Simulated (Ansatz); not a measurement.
Worked example: self-consistent single point of Cd₃Ag (I4/mmm, 4 atoms in the cell) in Ansatz (a program for electronic structure).

Method of the run: PBE (plane waves, PAW; Ansatz).

```yaml
crystal:
  lattice:
    - [-2.08265, 2.08265, 4.63899]
    - [2.08265, -2.08265, 4.63899]
    - [2.08265, 2.08265, -4.63899]
  atoms:
    - { symbol: Cd, position: [0.50000, 0.50000, 0.00000] }
    - { symbol: Cd, position: [0.75000, 0.25000, 0.50000] }
    - { symbol: Cd, position: [0.25000, 0.75000, 0.50000] }
    - { symbol: Ag, position: [0.00000, 0.00000, 0.00000] }
```

Reference input (self-consistent single point, DFT, PBE, plane waves, default PAW files): basis.ecutwfc = 30.9 Ry; kpoints.mp_grid.grid = 9 9 9; hamiltonian.xc = pbe; hamiltonian.pseudopotentials = {kind: paw} (the program's default PAW files); scf.occupations.method = gaussian; scf.occupations.width = 0.01 Ry. This run's input differs from it in these lines:

Ansatz 0.2 input:
```diff
@@ -11,3 +11,3 @@
 basis:
-  ecutwfc: 30.9 Ry
+  ecutwfc: 46.3 Ry
 kpoints:
```

Log, with long lists cut:

```
SCF iter   1: F=—  HF=-32353.920204 eV  |F-HF|=—  |Δ(HF+E_count)|=         —  Δρ=1.17e-3  dr2=1.56e-3  ethr=1.77e-3  ⟨swp⟩=7.2  Hψ=12670  notcnv=0  defer=6
all-band conjugate gradients solve this SCF's bands
preconditioner: auto → Kerker (q_TF=auto, 2.720 Å⁻¹)
SCF iter   2: F=—  HF=-32353.921289 eV  |F-HF|=—  |Δ(HF+E_count)|=   1.08e-3  Δρ=7.20e-4  dr2=7.53e-4  ethr=1.98e-6  ⟨swp⟩=2.2  Hψ=5817  notcnv=0  defer=7
   [... lines left out ...]
SCF iter   4: F=—  HF=-32353.920997 eV  |F-HF|=—  |Δ(HF+E_count)|=   1.45e-4  Δρ=8.81e-5  dr2=1.01e-5  ethr=1.24e-7  ⟨swp⟩=2.0  Hψ=4480  notcnv=0  defer=7
SCF iter   5: F=—  HF=-32353.920995 eV  |F-HF|=—  |Δ(HF+E_count)|=   1.81e-6  Δρ=3.13e-5  dr2=1.27e-6  ethr=1.28e-8  ⟨swp⟩=2.0  Hψ=4121  notcnv=0  defer=7
SCF iter   6: F=—  HF=-32353.920995 eV  |F-HF|=—  |Δ(HF+E_count)|=   2.64e-7  Δρ=1.42e-5  dr2=1.61e-7  ethr=1.61e-9  ⟨swp⟩=2.1  Hψ=5324  notcnv=0  defer=7
SCF iter   7: F=-32353.920994 eV  HF=-32353.920994 eV  |F-HF|=2.74e-9  |Δ(HF+E_count)|=   2.49e-8  Δρ=3.86e-6  dr2=1.28e-8  ethr=1.27e-10  ⟨swp⟩=8.0  Hψ=13333  notcnv=0
SCF 1 converged in 7 iterations: F = -32353.920994 eV  dr2 = 1.28e-8
Free energy (F): -32353.920994 eV
Internal energy: -32353.908071 eV  (E = F + TS)
E sigma→0 (E₀):  -32353.914533 eV
Entropy (-TS):   -0.012923 eV (-3.231 meV/atom)
Fermi energy:    15.683105 eV
--- Forces (eV/Å), atoms counted from 1 ---
  atom   1  Cd     0.00000000     0.00000000    -0.00000000
   [... zero for the other atoms too ...]
--- Stress (GPa, compression-positive) ---
        3.714288       0.000000       0.000000
        0.000000       3.714288       0.000000
        0.000000      -0.000000      -0.524683
  P = ⅓ Tr σ = 2.3013 GPa (23.013 kbar)
  The stress holds the Pulay correction. Without it, at fixed plane waves, as pw.x and ABINIT print it: P = 2.2983 GPa
```

The run converged in 7 iterations. Against the reference run the free energy goes down by 2.0 meV/atom and the pressure stays at 2.30 GPa.

The starting cell was generated: these elements placed on a structure prototype, without a prior relaxation; it need not be a known phase or ordering of this composition. Ansatz's pressure includes its estimate of the finite-basis (Pulay) stress.
